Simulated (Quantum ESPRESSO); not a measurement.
Quantum ESPRESSO run on RuRh (P1, 2 atoms in the cell): self-consistent single point.

Method: PBEsol, PseudoDojo standard norm-conserving (PBESOL) pseudopotentials (plane waves; Quantum ESPRESSO).

The change in words: atoms moved at random. Reference geometry:
```
CELL_PARAMETERS angstrom
      2.77309     0.00000     0.00000
     -1.38655     2.40157     0.00000
      0.00000     0.00000     4.39938
ATOMIC_POSITIONS crystal
  Ru 0.00000 0.00000 0.50000
  Rh 0.66667 0.33333 0.00000
```

Reference input (self-consistent single point, DFT, PBEsol, plane waves, PseudoDojo standard norm-conserving (PBESOL) pseudopotentials): ecutwfc = 90 Ry; occupations = smearing; smearing = fermi-dirac; degauss = 0.0099958 Ry; potentials = {Ru: Ru.upf, Rh: Rh.upf}; K_POINTS = automatic 9 9 5 0 0 0; conv_thr = 1e-11 Ry; mixing_beta = 0.3. This run's input differs from it in these lines:

```diff
@@ -9,5 +9,3 @@
 &system
- ibrav = 4,
- celldm(1) = 5.2403833237,
- celldm(3) = 1.586454002338,
+ ibrav = 0,
  nat = 2,
@@ -27,6 +25,10 @@
 ATOMIC_POSITIONS crystal
-Ru    0.0000000000    0.0000000000    0.5000000000
-Rh    0.6666666667    0.3333333333    0.0000000000
+Ru    0.0073240000    0.0256450000    0.4973450000
+Rh    0.6593430000    0.3076880000    0.0026550000
 K_POINTS automatic
 9 9 5  0 0 0
+CELL_PARAMETERS angstrom
+   2.7730910000     0.0000000000     0.0000000000
+  -1.3865460000     2.4015680000     0.0000000000
+   0.0000000000     0.0000000000     4.3993820000
```

The program printed (abridged):

```
     Self-consistent Calculation

     iteration #  1     ecut=    90.00 Ry     beta= 0.30

     Threshold (ethr) on eigenvalues was too large:
     Diagonalizing with lowered threshold

     total energy              =    -436.44495897 Ry
     estimated scf accuracy    <       0.28905699 Ry

     iteration #  2     ecut=    90.00 Ry     beta= 0.30

     total energy              =    -436.45985822 Ry
     estimated scf accuracy    <       0.02948514 Ry

     iteration #  3     ecut=    90.00 Ry     beta= 0.30

     total energy              =    -436.46451831 Ry
     estimated scf accuracy    <       0.01475929 Ry

   [... 8 blocks of this kind left out ...]

     iteration # 12     ecut=    90.00 Ry     beta= 0.30

     total energy              =    -436.46500708 Ry
     estimated scf accuracy    <          5.8E-11 Ry

     iteration # 13     ecut=    90.00 Ry     beta= 0.30
     End of self-consistent calculation

     Number of k-points >= 100: set verbosity='high' to print the bands.

     the Fermi energy is    21.2396 ev

!    total energy              =    -436.46500708 Ry
     estimated scf accuracy    <          6.0E-13 Ry
     smearing contrib. (-TS)   =      -0.01217219 Ry
     internal energy E=F+TS    =    -436.45283489 Ry

     convergence has been achieved in  13 iterations

     Forces acting on atoms (cartesian axes, Ry/au):

     atom    1 type  1   force =     0.00471236   -0.02174610    0.00643430
     atom    2 type  2   force =    -0.00471236    0.02174610   -0.00643430

     Total force =     0.032757     Total SCF correction =     0.000002

          total   stress  (Ry/bohr**3)                   (kbar)     P=     -210.25
  -0.00142159  -0.00001455   0.00000689         -209.12       -2.14        1.01
  -0.00001455  -0.00151309  -0.00002119           -2.14     -222.58       -3.12
   0.00000689  -0.00002119  -0.00135306            1.01       -3.12     -199.04

   JOB DONE.
```

The run converged in 13 iterations. Against the reference run the free energy goes up by 19.2 meV/atom, the pressure goes from -21.63 to -21.02 GPa and the largest force goes from 0.000 to 0.596 eV/Å.

The starting cell comes from a database of computed structures (which also holds hypothetical and non-ambient phases and stackings), without a prior relaxation at this level. Its lattice was rescaled by a random factor within 2.5 % of one. For this run, on top of that: atoms moved at random. Spin polarisation is off. With a pressure of about -21 GPa the cell is away from its equilibrium volume at this level.

Cost on one core of a shared machine: roughly 6 min.
